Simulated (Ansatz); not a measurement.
**Input and output of a self-consistent single point for CsPbBr₃ (P4mm, 5 atoms in the cell) (Ansatz, a first-principles code)**

Level of theory: LDA (PW92), default PAW files made with PBE (plane waves; Ansatz).

Input as run:

Ansatz 0.2 input:
```yaml
# CsPbBr3
crystal:
  lattice:
    - [5.840650, 0.000000, 0.000000]
    - [0.000000, 5.840650, 0.000000]
    - [0.000000, 0.000000, 5.840650]
  atoms:
    - { symbol: Cs, position: [0.000000, 0.000000, 0.008561] }
    - { symbol: Pb, position: [0.500000, 0.500000, 0.500000] }
    - { symbol: Br, position: [0.500000, 0.000000, 0.500000] }
    - { symbol: Br, position: [0.000000, 0.500000, 0.500000] }
    - { symbol: Br, position: [0.500000, 0.500000, 0.000000] }
basis:
  ecutwfc: 420.0 eV
kpoints:
  mp_grid: { grid: [3, 3, 3] }
hamiltonian:
  xc: lda
  pseudopotentials: { kind: paw }
scf:
  occupations: { method: fermi_dirac, width: 0.01 eV }
output:
  forces: true
  eigenvalues: true
  stress: true
```

The program printed (abridged):

```
WARN ansatz: RAYON_NUM_THREADS=1 ignored (pool sized by the plan → 1); use --threads N
Pseudopotentials: kind: paw
Pseudopotential: Cs, paw, valence charge 9
Pseudopotential: Pb, paw, valence charge 14
Pseudopotential: Br, paw, valence charge 7
Crystal: 5 atoms, lattice volume = 199.243 Å³
Basis set: ecut = 420 eV, 3887 PW (Γ)
Bands: 27, of which v1, the nominal top of the filled ones, is band 22 counted from 1 (21 counted from 0)
Symmetry: 8 space group operations
Space group: P4mm (ITA 99), of the structure as read, at distance tolerance 5.8e-5 Å
k-points: 6 of 27 (time reversal used)
PAW frozen core: Cs, regenerated for the run's functional, and the local potential with it
PAW frozen core: Pb, regenerated for the run's functional, and the local potential with it
PAW frozen core: Br, regenerated for the run's functional, and the local potential with it
Initial density: superposition of atomic densities (neutral atoms: chi_scale 0, normalization atom), corrected by the library's trained network
Initial wavefunctions: pseudopotential atomic-orbital guess
Eigensolver: davidson
Functional: x = slater, c = lda
SCF iter   1: F=—  HF=-25195.084266 eV  |F-HF|=—  |Δ(HF+E_count)|=         —  Δρ=4.07e-3  dr2=3.05e-2  ethr=1.77e-3  ⟨swp⟩=7.3  Hψ=879  notcnv=0
all-band conjugate gradients solve this SCF's bands
preconditioner: auto → Resta (q_TF=auto, 2.121 Å⁻¹)
SCF iter   2: F=—  HF=-25195.076883 eV  |F-HF|=—  |Δ(HF+E_count)|=   7.38e-3  Δρ=2.12e-3  dr2=7.27e-3  ethr=6.94e-5  ⟨swp⟩=2.7  Hψ=280  notcnv=0  defer=5
SCF iter   3: F=—  HF=-25195.075112 eV  |F-HF|=—  |Δ(HF+E_count)|=   1.77e-3  Δρ=2.80e-4  dr2=2.04e-4  ethr=1.65e-5  ⟨swp⟩=3.0  Hψ=306  notcnv=0  defer=7
SCF iter   4: F=—  HF=-25195.075106 eV  |F-HF|=—  |Δ(HF+E_count)|=   6.03e-6  Δρ=7.49e-5  dr2=1.17e-5  ethr=4.63e-7  ⟨swp⟩=2.5  Hψ=293  notcnv=0  defer=6
SCF iter   5: F=—  HF=-25195.075109 eV  |F-HF|=—  |Δ(HF+E_count)|=   3.55e-6  Δρ=2.11e-5  dr2=1.09e-6  ethr=2.66e-8  ⟨swp⟩=2.0  Hψ=277  notcnv=0  defer=6
SCF iter   6: F=-25195.075110 eV  HF=-25195.075110 eV  |F-HF|=8.64e-9  |Δ(HF+E_count)|=   8.54e-7  Δρ=3.07e-6  dr2=2.84e-8  ethr=2.27e-10  ⟨swp⟩=9.2  Hψ=904  notcnv=0
SCF 1 converged in 6 iterations: F = -25195.075110 eV  dr2 = 2.84e-8
SCF converged after 6 iterations
Free energy (F): -25195.075110 eV
Harris-Foulkes:  -25195.075110 eV  (|F-HF|=8.64e-9)
Internal energy: -25195.075110 eV  (E = F + TS)
E sigma→0 (E₀):  -25195.075110 eV
Fermi energy:    4.276395 eV
--- Per-component energies (eV) ---
  E_band       = -247.985808
  E_kinetic    = 831.020643
  E_local      = -2653.469758  (includes V_loc(G=0)·N_el)
  E_nonlocal   = 602.076256
  E_hartree    = 969.868199
  E_xc         = -1175.861641
  E_vxc        = -574.897035  (∫ρ·V_xc dr)
  E_paw        = -21485.473913  (= ΣΔE_a)
  E_vpaw       = -392.457307  (= ΣTr[D̂ρ^β])
  E_aug_tail   = 0.000043  (compensation charges beyond the density's cutoff)
  E_ewald      = -2284.047315
  E_core_change = 0.812377  (= ΣΔE_core)
  E_smearing   = -0.000000  (= −TS)
  E_closure    = 0.000000  (closes the sum)
  Σ components = -25195.075110   (vs F -25195.075110, Δ=0.00e0)
--- Forces (eV/Å), atoms counted from 1 ---
  atom   1  Cs    -0.00000000     0.00000000     0.00506364
  atom   2  Pb    -0.00000000     0.00000000     0.00615684
  atom   3  Br     0.00000000     0.00000000    -0.00775413
  atom   4  Br     0.00000000     0.00000000    -0.00775413
  atom   5  Br     0.00000000     0.00000000     0.00428378
  max |Σ_I F_I| component: 4.00e-6 eV/Å
--- Stress (GPa, compression-positive) ---
       -1.192046       0.000000      -0.000000
        0.000000      -1.192046       0.000000
       -0.000000       0.000000      -1.190947
  P = ⅓ Tr σ = -1.1917 GPa (-11.917 kbar)
  The stress holds the Pulay correction. Without it, at fixed plane waves, as pw.x and ABINIT print it: P = -1.2078 GPa
--- Band table (eV; the first three rows and the last of 6) ---
  k-point 0: bands = ["-17.8113", "-13.1210", "-13.1209", "-12.9194", "-12.9194", "-12.9194", "-11.3045", "-10.5261", "-10.5257", "-4.5407", "-4.5407", "-4.5406", "-3.4130", "-0.8102", "-0.8102", "-0.8100", "1.4455", "1.4457", "1.4457", "1.5736", [...]
  k-point 1: bands = ["-17.8104", "-13.1209", "-13.0635", "-12.9203", "-12.9203", "-12.9194", "-11.1758", "-10.7566", "-10.5246", "-4.5303", "-4.5290", "-4.5290", "-4.0514", "-0.7417", "-0.7417", "0.5189", "1.3333", "1.3351", "1.3351", "1.4802", [...]
  k-point 2: bands = ["-17.8104", "-13.1208", "-13.0636", "-12.9203", "-12.9203", "-12.9194", "-11.1757", "-10.7570", "-10.5243", "-4.5303", "-4.5290", "-4.5290", "-4.0514", "-0.7417", "-0.7412", "0.5189", "1.3296", "1.3345", "1.3387", "1.4805", [...]
  k-point 5: bands = ["-17.8088", "-13.0293", "-13.0292", "-12.9212", "-12.9212", "-12.9212", "-11.0097", "-10.8017", "-10.8012", "-5.0946", "-4.5629", "-4.5627", "-4.5411", "0.5803", "0.5804", "0.6054", "0.8888", "0.8888", "1.7724", "1.7730", [...]
```

The run converged in 6 iterations.

The starting cell has typed, rounded lattice constants, without a prior relaxation at this level. Its lattice was rescaled by up to half a per cent. One atom was moved a little off its site on purpose. Spin-orbit coupling is off. Ansatz's pressure includes its estimate of the finite-basis (Pulay) stress.
